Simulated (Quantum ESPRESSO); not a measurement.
The steps of a band-structure calculation for PbS (Fm-3m, 2 atoms in the cell) with Quantum ESPRESSO.

Method: PBE, PseudoDojo standard norm-conserving (PBE) pseudopotentials (plane waves; Quantum ESPRESSO).

Step 1 (scf):

```fortran
&control
  calculation = 'scf'
  prefix = 'scf'
  outdir = './tmp/'
  pseudo_dir = './'
  tprnfor = .true.
  tstress = .true.
/
&system
  ibrav = 0
  nat = 2
  ntyp = 2
  ecutwfc = 65
  occupations = 'smearing'
  smearing = 'gaussian'
  degauss = 0.00147
/
&electrons
  conv_thr = 1e-10
  mixing_beta = 0.7
/
ATOMIC_SPECIES
Pb   207.2000  Pb.upf
S     32.0600  S.upf
ATOMIC_POSITIONS alat
Pb    0.0000000000    0.0000000000    0.0000000000
S     0.7071067812    0.7071067812    0.7071067812
K_POINTS automatic
5 5 5  1 1 1
CELL_PARAMETERS angstrom
   0.0000000000     3.0273210000     3.0273210000
   3.0273210000     0.0000000000     3.0273210000
   3.0273210000     3.0273210000     0.0000000000
```

Step 2 (bands):

```fortran
&control
  calculation = 'bands'
  prefix = 'scf'
  outdir = './tmp/'
  pseudo_dir = './'
  verbosity = 'high'
/
&system
  ibrav = 0
  nat = 2
  ntyp = 2
  ecutwfc = 65
  occupations = 'smearing'
  smearing = 'gaussian'
  degauss = 0.00147
  nbnd = 17
/
&electrons
  conv_thr = 1e-10
  startingwfc = 'random'
  diago_thr_init = 1.0d-6
/
ATOMIC_SPECIES
Pb   207.2000  Pb.upf
S     32.0600  S.upf
ATOMIC_POSITIONS alat
Pb    0.0000000000    0.0000000000    0.0000000000
S     0.7071067812    0.7071067812    0.7071067812
K_POINTS crystal_b
12
  0.00000000   0.00000000   0.00000000  10  ! G
  0.50000000   0.00000000   0.50000000   5  ! X
  0.50000000   0.25000000   0.75000000   4  ! W
  0.37500000   0.37500000   0.75000000  11  ! K
  0.00000000   0.00000000   0.00000000   9  ! G
  0.50000000   0.50000000   0.50000000   6  ! L
  0.62500000   0.25000000   0.62500000   4  ! U
  0.50000000   0.25000000   0.75000000   7  ! W
  0.50000000   0.50000000   0.50000000   6  ! L
  0.37500000   0.37500000   0.75000000   1  ! K
  0.62500000   0.25000000   0.62500000   4  ! U
  0.50000000   0.00000000   0.50000000   1  ! X
CELL_PARAMETERS angstrom
   0.0000000000     3.0273210000     3.0273210000
   3.0273210000     0.0000000000     3.0273210000
   3.0273210000     3.0273210000     0.0000000000
```

Step 3 (bands.x):

```fortran
&bands
  prefix = 'scf'
  outdir = './tmp/'
  filband = 'bands.dat'
  lsym = .false.
/
```

Output of bands (abridged):

```
     Atomic positions and unit cell read from directory:
     ./tmp/scf.save/

     Message from routine setup:
     using ibrav=0 with symmetry is DISCOURAGED, use correct ibrav instead
     G-vector sticks info
     --------------------
     sticks:   dense  smooth     PW     G-vecs:    dense   smooth      PW
     Sum        1159    1159    349                26469    26469    4111

     bravais-lattice index     =            0
   [... lines left out ...]
     unit-cell volume          =     374.4571 (a.u.)^3
   [... lines left out ...]
         2        S      tau(   2) = (  0.5000000  0.5000000  0.5000000  )

     number of k points=    68  Gaussian smearing, width (Ry)=  0.0015
                       cart. coord. in units 2pi/alat
        k(    1) = (   0.0000000   0.0000000   0.0000000), wk =   0.0294118
        k(    2) = (   0.0000000   0.0707107   0.0000000), wk =   0.0294118
        k(    3) = (   0.0000000   0.1414214   0.0000000), wk =   0.0294118
   [... 65 lines left out ...]

     Dense  grid:    26469 G-vectors     FFT dimensions: (  45,  45,  45)

     The potential is recalculated from file :
     ./tmp/scf.save/charge-density

     Band Structure Calculation
     Davidson diagonalization with overlap

     ethr =  1.00E-06,  avg # of iterations = 32.4

     End of band structure calculation

          k = 0.0000 0.0000 0.0000 (  3287 PWs)   bands (ev):

    -8.9558  -8.9558  -8.9558  -8.9359  -8.9359  -5.3016   1.6077   5.8851
     5.8851   5.8851  12.7772  12.7772  12.7772  14.6228  14.6228  14.6228
    16.5933

          k = 0.0000 0.0707 0.0000 (  3327 PWs)   bands (ev):

    -8.9563  -8.9547  -8.9547  -8.9372  -8.9354  -5.2756   1.5272   5.8541
     5.8541   6.0205  12.2853  12.7075  12.7075  14.4157  14.8182  14.8182
    16.7571

   [... 66 blocks of this kind left out ...]
```

Output of bands.x (abridged):

```
     Reading xml data from directory:

     ./tmp/scf.save/

     G-vector sticks info
     --------------------
     sticks:   dense  smooth     PW     G-vecs:    dense   smooth      PW
     Sum        1159    1159    349                26469    26469    4111

     Reading collected, re-writing distributed wavefunctions
     high-symmetry point:  0.0000 0.0000 0.0000   x coordinate   0.0000
     high-symmetry point:  0.0000 0.7071 0.0000   x coordinate   0.7071
     high-symmetry point:  0.3536 0.7071 0.0000   x coordinate   1.0607
     high-symmetry point:  0.5303 0.5303 0.0000   x coordinate   1.3107
     high-symmetry point:  0.0000 0.0000 0.0000   x coordinate   2.0607
     high-symmetry point:  0.3536 0.3536 0.3536   x coordinate   2.6730
     high-symmetry point:  0.1768 0.7071 0.1768   x coordinate   3.1060
     high-symmetry point:  0.3536 0.7071 0.0000   x coordinate   3.3560
     high-symmetry point:  0.3536 0.3536 0.3536   x coordinate   3.8560
     high-symmetry point:  0.5303 0.5303 0.0000   x coordinate   4.2891
     high-symmetry point:  0.1768 0.7071 0.1768   x coordinate   4.2891
     high-symmetry point:  0.0000 0.7071 0.0000   x coordinate   4.5391

     Plottable bands (eV) written to file bands.dat.gnu
     Bands written to file bands.dat

   JOB DONE.
```

The gap along the path is 0.57 eV.

The starting cell has typed, rounded lattice constants, without a prior relaxation at this level. Its lattice was rescaled by a random factor within 2.5 % of one. Spin-orbit coupling is off.
